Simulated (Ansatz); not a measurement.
A self-consistent single point of Bi2PdPt (P3m1, 4 atoms in the cell) with Ansatz (a first-principles code).

Level of theory: LDA (PW92), default PAW files made with PBE (plane waves; Ansatz).

```yaml
crystal:
  lattice:
    - [4.30734, 0.00000, 0.00000]
    - [-2.15367, 3.73027, 0.00000]
    - [0.00000, 0.00000, 5.59778]
  atoms:
    - { symbol: Bi, position: [0.33333, 0.66667, 0.25381] }
    - { symbol: Bi, position: [0.66667, 0.33333, 0.75512] }
    - { symbol: Pd, position: [0.00000, 0.00000, 0.50000] }
    - { symbol: Pt, position: [0.00000, 0.00000, 0.00000] }
```

Reference input (self-consistent single point, DFT, LDA (PW92), plane waves, default PAW files made with PBE): basis.ecutwfc = 30.9 Ry; kpoints.mp_grid.grid = 7 7 4; hamiltonian.xc = lda; hamiltonian.pseudopotentials = {kind: paw} (the program's default PAW files); scf.occupations.method = fermi_dirac; scf.occupations.width = 0.0073 Ry. This run's input differs from it in these lines:

Ansatz 0.2 input:
```diff
@@ -11,3 +11,3 @@
 basis:
-  ecutwfc: 30.9 Ry
+  ecutwfc: 27.9 Ry
 kpoints:
```

Log, with long lists cut:

```
SCF iter   1: F=—  HF=-43262.544837 eV  |F-HF|=—  |Δ(HF+E_count)|=         —  Δρ=8.24e-3  dr2=5.82e-2  ethr=1.77e-3  ⟨swp⟩=6.6  Hψ=4463  notcnv=0  defer=6
all-band conjugate gradients solve this SCF's bands
preconditioner: auto → LDOS
SCF iter   2: F=—  HF=-43262.548834 eV  |F-HF|=—  |Δ(HF+E_count)|=   4.00e-3  Δρ=8.33e-3  dr2=6.54e-2  ethr=8.82e-5  ⟨swp⟩=2.0  Hψ=2406  notcnv=0  defer=13
SCF iter   3: F=—  HF=-43262.535200 eV  |F-HF|=—  |Δ(HF+E_count)|=   1.36e-2  Δρ=1.17e-3  dr2=1.04e-3  ethr=8.82e-5  ⟨swp⟩=2.0  Hψ=1955  notcnv=0  defer=13
SCF iter   4: F=—  HF=-43262.534938 eV  |F-HF|=—  |Δ(HF+E_count)|=   2.62e-4  Δρ=1.64e-4  dr2=3.54e-5  ethr=1.57e-6  ⟨swp⟩=2.0  Hψ=1910  notcnv=0  defer=13
SCF iter   5: F=—  HF=-43262.534922 eV  |F-HF|=—  |Δ(HF+E_count)|=   1.69e-5  Δρ=3.34e-5  dr2=1.32e-6  ethr=5.37e-8  ⟨swp⟩=2.0  Hψ=1786  notcnv=0  defer=13
SCF iter   6: F=-43262.534921 eV  HF=-43262.534921 eV  |F-HF|=3.07e-8  |Δ(HF+E_count)|=   2.17e-7  Δρ=6.76e-6  dr2=3.71e-8  ethr=1.52e-10  ⟨swp⟩=8.0  Hψ=5370  notcnv=0
SCF 1 converged in 6 iterations: F = -43262.534921 eV  dr2 = 3.71e-8
Free energy (F): -43262.534921 eV
Internal energy: -43262.488042 eV  (E = F + TS)
E sigma→0 (E₀):  -43262.511482 eV
Entropy (-TS):   -0.046879 eV (-11.720 meV/atom)
Fermi energy:    14.977536 eV
--- Forces (eV/Å), atoms counted from 1 ---
  atom   1  Bi     0.00000000    -0.00000000    -0.18320411
  atom   2  Bi     0.00000000     0.00000000     0.06590245
  atom   3  Pd     0.00000000    -0.00000000     0.04850195
  atom   4  Pt     0.00000000     0.00000000     0.06878367
--- Stress (GPa, compression-positive) ---
       -3.195198      -0.000000      -0.000000
        0.000000      -3.195198      -0.000000
        0.000000      -0.000000      -4.299406
  P = ⅓ Tr σ = -3.5633 GPa (-35.633 kbar)
  The stress holds the Pulay correction. Without it, at fixed plane waves, as pw.x and ABINIT print it: P = -3.6822 GPa
```

The run converged in 6 iterations. Against the reference run the free energy rises by 1.2 meV/atom, the pressure hardly changes (-3.57 to -3.56 GPa) and the largest force stays at 0.183 eV/Å.

The starting cell comes from a database of computed structures (which also holds hypothetical and non-ambient phases and stackings), without a prior relaxation at this level. Its lattice was rescaled by up to half a per cent. One atom was moved a little off its site on purpose. Spin-orbit coupling is off. Spin polarisation is off. Ansatz's pressure includes its estimate of the finite-basis (Pulay) stress. The cutoff lies below the one recommended for these files.
